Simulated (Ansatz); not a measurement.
The parent structure is CaHfSe₃ in the cubic perovskite structure (space group Pm-3m, No. 221; a = 5.123 Å; a hypothetical phase, not in the database extracts checked).

Levels (all Ansatz, a program for electronic structure, PAW): PBEsol (420 eV, spin-orbit coupling left out); r2SCAN (500 eV, spin-orbit coupling left out); HSE06 (420 eV, scalar-relativistic without spin-orbit coupling).

One geometry, relaxed with PBEsol, under each level:

| level | band gap | lowest conduction level above the VBM at special points | pressure |
|---|---|---|---|
| PBEsol | 0.08 eV | Γ 0.08 eV; X 0.28 eV; R 1.10 eV; M 2.24 eV | 0.00 GPa |
| r2SCAN | [?] | [?] | [?] |
| HSE06 | 0.74 eV | Γ 0.74 eV; X 0.95 eV; R 1.80 eV | – |

Give the withheld r2SCAN results.


- r2SCAN, band gap: 0.46 eV
- r2SCAN, lowest conduction level above the VBM at special points: Γ 0.46 eV; X 0.65 eV; R 1.71 eV; M 2.66 eV
- r2SCAN, pressure: 1.82 GPa

Single points use the geometry relaxed with PBEsol. Their cutoffs differ, which shifts pressures a little. HSE06 was sampled on its mesh, a few special points and the semilocal edge points, so its gap is an upper bound. Spin-orbit coupling, missing from the scalar runs, can matter with Hf. No phonon test of stability was made. Many cubic perovskites are stable only at high temperature; tilts and polar distortions were not tested. A zero or small gap of CaHfSe3 can be the functional's error rather than a property of the material.
